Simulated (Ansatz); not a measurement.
Take InP in the zinc blende structure (space group F-43m, No. 216) as the base.

```xyz
2
Lattice="0.0000 2.9537 2.9537 2.9537 0.0000 2.9537 2.9537 2.9537 0.0000" Properties=species:S:1:pos:R:3 pbc="T T T"
P      4.4305     4.4305     4.4305
In     0.0000     0.0000     0.0000
```

Cartesian axes are those of the cell as printed.

Level of theory: r2SCAN (Ansatz, a program for electronic structure), no spin-orbit coupling, earlier PAW set.

Before the change:

```
Item                                 Value
---------------------  -------------------
Band gap                           1.02 eV
Gap character                  direct at Γ
Valence-band top at Γ  0.00, 0.00, 0.00 eV
```

The change: tensor shear ε_yz = −0.50 % (engineering shear γ = -0.0100), atoms relaxed at fixed cell.

**Question.** How does this affect the band gap, energy relative to the base, gap character and valence-band top at Γ?

**Answer.** The band gap shrinks by 0.03 eV (1.02 eV → 0.99 eV); the energy goes up by 0.4 meV/atom; the gap character stays direct at Γ; the valence-band top at Γ (three highest levels, from the VBM) changes from 0.00, 0.00, 0.00 eV to 0.00, -0.03, -0.07 eV.

The cells carry an imposed strain or load. Stability against distortions was not tested. k-point labels follow each cell's own Brillouin zone.
